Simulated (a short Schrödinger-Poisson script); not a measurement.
System: MOS inversion layer, SiO2 on p-type Si(111), at 300 K.

From the gate side: 2.4 nm SiO2; 440 nm Si, acceptors 9.3e17 cm⁻³.

Constants are typed, rounded textbook-type inputs, not results; the design itself was drawn at random and stands for no fabricated device. SiO2: permittivity 3.9, conduction-band edge (eV) 3.15, gap (eV) 9, electron mass (mₑ) 0.5. Si: permittivity 11.7, conduction-band edge (eV) 0, gap (eV) 1.124, Nv at 300 K (cm⁻³) 3.1e19.

Channel valleys (confinement mass, in-plane density-of-states mass, number): Δ6 0.258, 0.358, 6. At the gate the conduction-band edge of layer 1 lies 3.53 eV − eVg above the Fermi level of the channel; the field vanishes at the back. Gaps are held at their typed values at every temperature. Mesh 0.03 nm at interfaces.

From a short Schrödinger-Poisson script (our own, NumPy): 1D Poisson equation in equilibrium, electrons quantum, Hartree (BenDaniel-Duke, 12 states a valley, the channel's in-plane mass for all, wave functions free to enter the dielectric), parabolic valleys, classical holes, full ionisation, no traps, pinning or gate leakage.

```csv
Vg (V),electrons (cm⁻²),C (μF/cm²),Δ6 E0 (meV from the Fermi level)
0.7,6.65e9,0.263,211.1
0.8,9.88e10,0.511,141.3
0.9,4.75e11,0.876,100.4
1,1.05e12,1.03,79.6
1.1,1.70e12,1.10,66.7
1.2,2.39e12,1.14,57.5
1.3,3.11e12,1.17,50.3
1.4,3.84e12,1.18,44.4
1.5,4.58e12,1.20,39.4
1.6,5.34e12,1.21,35.1
1.7,6.09e12,1.22,31.2
1.8,6.86e12,1.23,27.7
1.9,7.63e12,1.24,24.5
2,8.41e12,1.24,21.5
2.1,9.18e12,1.25,18.7
2.2,9.97e12,1.25,16.2
```

Gate voltages with under 1e9 electrons/cm² are left out.

**Question.** At Vg = 2.2 V the lowest Δ6 subband lies at 16.2 meV from the Fermi level. How many electrons does it hold, and what share of all?

**Answer.** The two-dimensional density of states is g m/(πħ²) = 8.97e11 cm⁻² meV⁻¹ (both spins), kT = 25.9 meV, so n = D kT ln(1 + exp(−E/kT)) = 9.94e12 cm⁻², 1.00 of the 9.97e12 cm⁻² in all.

**Question.** Compare the slope of the sheet density between 2 and 2.2 V with the geometric capacitance of the layers between gate and channel.

**Answer.** q Δn/ΔV = 1.25 μF/cm²; ε0/Σ(t/ε) = 1.44 μF/cm². The ratio is 0.87: the channel acts as a further capacitance in series.
